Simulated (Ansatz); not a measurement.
Ti3P4 (model structure, started from the beta Si3N4 type, P6₃/m, No. 176, 14 atoms in the cell), treated with PBEsol (Ansatz, a first-principles code, PAW).

The input as run:

Ansatz 0.2 input:
```yaml
crystal:
  lattice:
    - [7.3776890908, 0.0, 0.0]
    - [-3.6888445454, 6.3892661739, 0.0]
    - [0.0, 0.0, 4.7924368311]
  atoms:
    - { symbol: Ti, position: [-0.0236539813, 0.6205202398, 0.25] }
    - { symbol: Ti, position: [0.3794797602, 0.3558257789, 0.25] }
    - { symbol: Ti, position: [0.6441742211, 1.0236539813, 0.25] }
    - { symbol: Ti, position: [1.0236539813, 0.3794797602, 0.75] }
    - { symbol: Ti, position: [0.6205202398, 0.6441742211, 0.75] }
    - { symbol: Ti, position: [0.3558257789, -0.0236539813, 0.75] }
    - { symbol: P, position: [0.2836080148, -0.0153359157, 0.25] }
    - { symbol: P, position: [1.0153359157, 0.2989439305, 0.25] }
    - { symbol: P, position: [0.7010560695, 0.7163919852, 0.25] }
    - { symbol: P, position: [0.7163919852, 1.0153359157, 0.75] }
    - { symbol: P, position: [-0.0153359157, 0.7010560695, 0.75] }
    - { symbol: P, position: [0.2989439305, 0.2836080148, 0.75] }
    - { symbol: P, position: [0.3333333333, 0.6666666667, 0.25] }
    - { symbol: P, position: [0.6666666667, 0.3333333333, 0.75] }
basis:
  ecutwfc: 520
  ecutrho_ratio: 4
  xc_grid: 2
kpoints:
  mp_grid: { grid: [6, 6, 8] }
  band_path:
    path:
      - [0.0, 0.0, 0.0]
      - [0.125, 0.0, 0.0]
      - [0.25, 0.0, 0.0]
      - [0.375, 0.0, 0.0]
      - [0.5, 0.0, 0.0]
      - [0.416667, 0.166667, 0.0]
      - [0.333333, 0.333333, 0.0]
      - [0.266667, 0.266667, 0.0]
      - [0.2, 0.2, 0.0]
      - [0.133333, 0.133333, 0.0]
      - [0.066667, 0.066667, 0.0]
      - [0.0, 0.0, 0.083333]
      - [0.0, 0.0, 0.166667]
      - [0.0, 0.0, 0.25]
      - [0.0, 0.0, 0.333333]
      - [0.0, 0.0, 0.416667]
      - [0.0, 0.0, 0.5]
      - [0.125, 0.0, 0.5]
      - [0.25, 0.0, 0.5]
      - [0.375, 0.0, 0.5]
      - [0.5, 0.0, 0.5]
      - [0.416667, 0.166667, 0.5]
      - [0.333333, 0.333333, 0.5]
      - [0.266667, 0.266667, 0.5]
      - [0.2, 0.2, 0.5]
      - [0.133333, 0.133333, 0.5]
      - [0.066667, 0.066667, 0.5]
      - [0.5, 0.0, 0.416667]
      - [0.5, 0.0, 0.333333]
      - [0.5, 0.0, 0.25]
      - [0.5, 0.0, 0.166667]
      - [0.5, 0.0, 0.083333]
      - [0.333333, 0.333333, 0.416667]
      - [0.333333, 0.333333, 0.333333]
      - [0.333333, 0.333333, 0.25]
      - [0.333333, 0.333333, 0.166667]
      - [0.333333, 0.333333, 0.083333]
    npoints: 1
hamiltonian:
  xc: pbesol
  dispersion: none
  pseudopotentials: { kind: paw }
scf:
  occupations: { method: fermi_dirac, width: 0.01 }
  convergence: { dr2_threshold: 0.0000000014 }
output:
  forces: true
  stress: true
  eigenvalues: true
  write_bands: true
```

Output (set-up and result lines):

```
Crystal: 14 atoms, lattice volume = 225.906 Å³
Basis set: ecut = 520 eV, 6131 PW (Γ), exchange–correlation on 120×120×72 points (8 copies of the dense FFT grid, shifted against one another)
Bands: 70, of which v1, the nominal top of the filled ones, is band 56 counted from 1 (55 counted from 0)
Symmetry: 12 space group operations
Space group: P63/m (ITA 176), of the structure as read, at distance tolerance 6.1e-5 Å
k-points: 40 of 288
Functional: x = pbesol(κ = 0.804, μ = 0.12345679012345678), c = pbesol(β = 0.046)
SCF iter   1: F=—  HF=-20773.349638 eV  |F-HF|=—  |Δ(HF+E_count)|=         —  Δρ=6.46e-3  dr2=7.10e-2
SCF iter   2: F=—  HF=-20773.336084 eV  |F-HF|=—  |Δ(HF+E_count)|=   1.36e-2  Δρ=3.63e-3  dr2=2.68e-2
  ...
SCF iter   9: F=—  HF=-20773.331060 eV  |F-HF|=—  |Δ(HF+E_count)|=   1.15e-9  Δρ=1.34e-6  dr2=5.25e-9
SCF iter  10: F=-20773.331060 eV  HF=-20773.331060 eV  |F-HF|=2.26e-10  |Δ(HF+E_count)|=  2.95e-10  Δρ=4.36e-7  dr2=5.62e-10
SCF 1 converged in 10 iterations: F = -20773.331060 eV  dr2 = 5.62e-10
SCF converged after 10 iterations
Free energy (F): -20773.331060 eV
Internal energy: -20773.329761 eV  (E = F + TS)
E sigma→0 (E₀):  -20773.330411 eV
Fermi energy:    11.380630 eV
--- Forces (eV/Å), atoms counted from 1 ---
  atom   1  Ti     0.00653558    -0.00906637     0.00000000
  atom   2  Ti     0.00458391     0.01019317     0.00000000
  atom   3  Ti    -0.01111950    -0.00112680     0.00000000
  atom   4  Ti    -0.00653558     0.00906637     0.00000000
  atom   5  Ti    -0.00458391    -0.01019317     0.00000000
  atom   6  Ti     0.01111950     0.00112680     0.00000000
  atom   7  P      0.00279999     0.01569571     0.00000000
  atom   8  P     -0.01499288    -0.00542299     0.00000000
  atom   9  P      0.01219288    -0.01027272     0.00000000
  atom  10  P     -0.00279999    -0.01569571     0.00000000
  atom  11  P      0.01499288     0.00542299     0.00000000
  atom  12  P     -0.01219288     0.01027272     0.00000000
  atom  13  P      0.00000000    -0.00000000     0.00000000
  atom  14  P     -0.00000000     0.00000000     0.00000000
--- Stress (GPa, compression-positive) ---
        0.045702      -0.000000       0.000000
        0.000000       0.045702       0.000000
        0.000000       0.000000       0.003172
  P = ⅓ Tr σ = 0.0315 GPa (0.315 kbar)
```

The PAW data were made under PBE.

Note: the relaxation could raise the start's symmetry but not lower it, so the cell can be a saddle point.

A model structure was made by putting elements into a prototype or built by hand; it is no filed structure, need not be a known phase, and can be a saddle point held by its symmetry.
